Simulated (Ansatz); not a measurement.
Smallest direct gap on the k points sampled of Ge2Sb2Te5 (Cm, No. 8, 9 atoms in the cell; start mp-1224407) at several levels of theory

No measured value is used here.

```
level (code)           value (eV)  cell (Å³/atom)
---------------------  ----------  --------------
LDA (Ansatz)                 0.23           29.23
PBE+SOC (Ansatz)             0.10           29.96
PBEsol+SOC (Ansatz)          0.09           29.96
PBE-D3(BJ) (Ansatz)          0.16           30.11
r²SCAN+SOC (Ansatz)          0.14           29.96
r²SCAN+rVV10 (Ansatz)        0.30           30.92
HSE06+SOC (Ansatz)           0.20           29.96
PBE0 (Ansatz)                0.66           29.96
```

At these levels the smallest gap is indirect and lower: LDA 0.08, PBE+SOC 0.01, PBEsol+SOC 0.01, PBE-D3(BJ) 0.03, r²SCAN+SOC 0.02, r²SCAN+rVV10 0.23, HSE06+SOC 0.07, PBE0 0.49 eV. Computed values are for a static lattice. Levels without +SOC have no spin–orbit coupling; where heavier elements are present it shifts gaps, mostly down, and can invert bands.  PBE-D3(BJ): a distance lies near a switch of the dispersion term, which can move the cell. Values are at the PBEsol cell; LDA at the level's own relaxed cell; PBE-D3(BJ) at the level's own relaxed cell; r²SCAN+rVV10 at the level's own equilibrium cell. Cutoffs and k meshes differ between the levels. Ansatz's density-functional and Hartree–Fock values are scalar-relativistic unless marked +SOC, with PAW data made under PBE.

A start named mp-… is a Materials Project structure, which need not be a measured phase.

Ansatz is an electronic-structure program.
